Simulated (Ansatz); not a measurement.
A computed series for C: response to strain

The reference is C in the graphite type structure (space group P6_3/mmc, No. 194; a = 2.458 Å, c = 6.563 Å; layered, stacked along the Cartesian z axis). Axes: x lies along a and z along c of the hexagonal cell.

Strains are applied to the cell and any free atomic positions relax; under biaxial strain the out-of-plane vector relaxes too; under stress the whole cell relaxes.

Method: PBEsol-D3(BJ) (Ansatz, a first-principles code), scalar-relativistic without spin-orbit coupling.

Notes on the quantities. energy relative to the base: free energy F; pressure: mean of the normal stresses, compression positive.

```tsv
variant	energy relative to the base	pressure	volume per atom
base	0 meV/atom	0.0 GPa	8.59 Å³
biaxial strain +3.61 %, plane normal [001], relaxed out of plane	–	-26.8 GPa	9.28 Å³
biaxial strain +4.12 %, plane normal [001], relaxed out of plane	–	-29.7 GPa	9.38 Å³
isotropic strain −4.53 %	+169 meV/atom	53.4 GPa	7.47 Å³
isotropic strain +3.14 %	+66 meV/atom	-23.4 GPa	9.42 Å³
uniaxial strain ε_xx = +2.64 %	+20 meV/atom	-10.9 GPa	8.81 Å³
uniaxial strain ε_yy = −0.31 %	+0.3 meV/atom	1.4 GPa	8.56 Å³
uniaxial stress, 0.5 GPa tension along x	0.0 meV/atom	–	8.59 Å³
uniaxial stress, 0.5 GPa compression along z	+0.2 meV/atom	–	8.48 Å³
tensor shear ε_xz = +0.68 %	0.0 meV/atom	0.0 GPa	8.59 Å³
```

The mesh was chosen for an insulator and is coarse for the gapless case. Beyond what the load breaks, stability against distortions was not tested.
